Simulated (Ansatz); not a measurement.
## CdSiN2 (model structure, started from the MgZrN2 type, I4₁/amd, No. 141, 8 atoms in the cell)

Level of theory: LDA in Ansatz (PAW).

Settings: plane-wave cutoff 520 eV, 18×18×18 k mesh, Fermi–Dirac smearing 0.05 eV, scalar-relativistic PAW data made under PBE.

Cell (relaxed at this level):

```xyz
8
Lattice="-2.1665 2.1665 4.3462 2.1665 -2.1665 4.3462 2.1665 2.1665 -4.3462" Properties=species:S:1:pos:R:3 pbc="T T T"
Cd     0.0000     0.0000     4.3462
Cd     2.1665     0.0000     2.1731
Si     0.0000     2.1665     2.1731
Si     0.0000     0.0000     0.0000
N      0.0000     2.1665     0.3959
N      0.0000     0.0000     6.9152
N      0.0000     0.0000     1.7773
N      0.0000     2.1665     3.9504
```

| Quantity | Result |
|---|---|
| band gap | 1.09 eV (on the SCF k mesh) |
| bulk modulus B0 | 207 GPa |

Note: the bulk modulus is −V dP/dV from two relaxed cells at ±2 % in volume; the relaxation could raise the start's symmetry but not lower it, so the cell can be a saddle point.

Spin–orbit coupling is not included.

The computed numbers hold no vibrational or temperature effects.

It cost about 14 core-minutes (a rough figure) of CPU time.

A model structure was made by putting elements into a prototype or built by hand; it is no filed structure, need not be a known phase, and can be a saddle point held by its symmetry.

Ansatz is a first-principles code.
